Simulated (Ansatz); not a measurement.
Q: Name crystals whose resistivity at 300 K lies between 8.7 and 13.6 μΩ·cm and whose mean free path at 300 K lies between 9.2 and 14.4 nm, by PBEsol, DFPT electron-phonon coupling, linearised Boltzmann equation (Ansatz, an electronic-structure program).

A: Many crystals can fit; among those computed here:
- NiSb (P6_3/mmc): 8.9 μΩ·cm, 12.0 nm
- NiSi2 (Fm-3m): 11.2 μΩ·cm, 13.5 nm
- LuPt3 (Pm-3m): 13.6 μΩ·cm, 10.5 nm
- MgTl (Pm-3m): 9.3 μΩ·cm, 10.2 nm
- ZrMo2 (Fd-3m): 12.9 μΩ·cm, 9.6 nm

Metals; harmonic phonons alone scatter; means over directions. The mean free path is weighted by the current that each state carries. Halving the electron mesh moves these values by up to 12 %; q meshes are mostly untested. Some of the runs warned that the eigensolver left states short of its tolerance. Spin-orbit coupling is left out.

Formula and space group known from diffraction (Crystallography Open Database), not checked to be the room-temperature form: LuPt3 (Pm-3m), MgTl (Pm-3m), NiSb (P6_3/mmc), ZrMo2 (Fd-3m). Treated as nonmagnetic (a ferromagnetic start lost its moment, other orders weren't tried): NiSb (P6_3/mmc), NiSi2 (Fm-3m). The missing spin-orbit coupling matters most for LuPt3 (Pm-3m), MgTl (Pm-3m).
